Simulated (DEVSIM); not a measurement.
Device: illuminated Si n-on-p cell, one wavelength, with a back-surface field, at 250 K.

Layer 1 from the left is Si, thickness (μm) 0.290, Nd (cm⁻³) 2.7e18, τn (s) 4.3e-6, τp (s) 1.4e-5, absorption coefficient (cm⁻¹) 170. Layer 2 from the left is Si, thickness (μm) 240, Na (cm⁻³) 3.1e16, τn (s) 0.00036, τp (s) 0.00036, absorption coefficient (cm⁻¹) 170. Layer 3 from the left is Si, thickness (μm) 0.430, Na (cm⁻³) 9.9e18, τn (s) 0.00036, τp (s) 0.00036, absorption coefficient (cm⁻¹) 170.

Left contact: ohmic, minority hole recombination velocity 400 cm/s. Right contact: ohmic, minority electron recombination velocity 4e6 cm/s. Voltage is applied to the left contact. Recombination: SRH at mid-gap, radiative, Auger. Light enters at the left, 8.1e16 photons cm⁻² s⁻¹, one pass, no reflection. Mobility is constant in doping.

This is a model device: material constants are rounded textbook-type values typed into the input, and sizes, dopings and lifetimes were drawn at random. Values at 300 K; Nc and Nv go as T^1.5, mobilities as T to minus their exponent, the gap by Varshni's rule with the affinity fixed.

Si: gap (eV) 1.124, affinity (eV) 4.05, permittivity 11.7, Nc (cm⁻³) 2.86e19, Nv (cm⁻³) 3.1e19, μn (cm²/Vs) 1417, μp (cm²/Vs) 470, T exponent of μn 2.3, T exponent of μp 2.2, B (cm³/s) 4.7e-15, Cn (cm⁶/s) 2.8e-31, Cp (cm⁶/s) 9.9e-32, Varshni α (eV/K) 0.000473, Varshni β (K) 636.

DEVSIM, 1D drift-diffusion, Boltzmann statistics, complete ionisation; no tunnelling, impact ionisation, image-force lowering or self-heating.

Dark forward current:

```
|V| (V)  |J| (A/cm²)
-------  -----------
0.35       5.263e-10
0.40        4.766e-9
0.45        4.653e-8
0.50        4.670e-7
0.55        4.733e-6
0.60        4.813e-5
0.65       0.0004898
0.70        0.004986
0.75         0.05059
0.80          0.4982
0.85           4.177
0.90           25.47
0.95           110.6
1.00           323.8
1.05           677.7
1.10            1152
1.15            1725
1.20            2380
```

Question: Work out the local ideality factor n = ΔV / (kT/q · ln(J2/J1)) between the rows 0.35 and 0.40 V, 0.65 and 0.70 V, 1.15 and 1.20 V.

Answer: kT/q = 21.54 mV. From 0.35 to 0.40 V: ln(4.766e-9/5.263e-10) = 2.203, n = 1.05, near the 1 of diffusion or emission over a barrier. From 0.65 to 0.70 V: ln(0.004986/0.0004898) = 2.320, n = 1.00, near the 1 of diffusion or emission over a barrier. From 1.15 to 1.20 V: ln(2380/1725) = 0.322, n = 7.21.

Question: What current could the absorbed light give at most, and what share is collected?

Answer: Σ αd = 4.09, so qΦ(1 − exp(−Σ αd)) = 12.8 mA/cm². The simulated short-circuit current is 11.06 mA/cm², a share of 0.87.

Question: Estimate the open-circuit voltage by superposition: the voltage at which the dark current equals that short-circuit current.

Answer: Interpolating ln J in the table gives 0.717 V. The simulation gives 0.717 V, the same within the digits that matter. Superposition holds where collection doesn't change with voltage.

Question: Estimate the fill factor from FF0 = (v − ln(v + 0.72))/(v + 1), v = qVoc/(nkT), with n from the dark curve.

Answer: The rows about Voc, 0.70 and 0.75 V, give n = 1.00, so v = 33.2 and FF0 = 0.868. The simulation gives 0.867, the same within the digits that matter.
